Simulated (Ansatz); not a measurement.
## Smallest direct gap on the k points sampled of NaAl₁₁O₁₇ (R3m, No. 160, 29 atoms in the cell; start mp-759230) at several levels of theory

No measured value is used here.

| level (code) | value (eV) |
|---|---|
| LDA (Ansatz) | 4.46 |
| PBEsol (Ansatz) | 4.53 |
| r²SCAN (Ansatz) | 5.30 |
| HSE06 (Ansatz) | ___ |

**Question.** Complete the blanks.

**Answer.** 
- HSE06 (Ansatz, a program for electronic structure), value (eV): 6.33

Computed values are for a static lattice.  Values are at the PBEsol cell. Cutoffs and k meshes differ between the levels. Ansatz's density-functional and Hartree–Fock values are scalar-relativistic unless marked +SOC, with PAW data made under PBE.

A start named mp-… is a Materials Project structure, which need not be a measured phase.
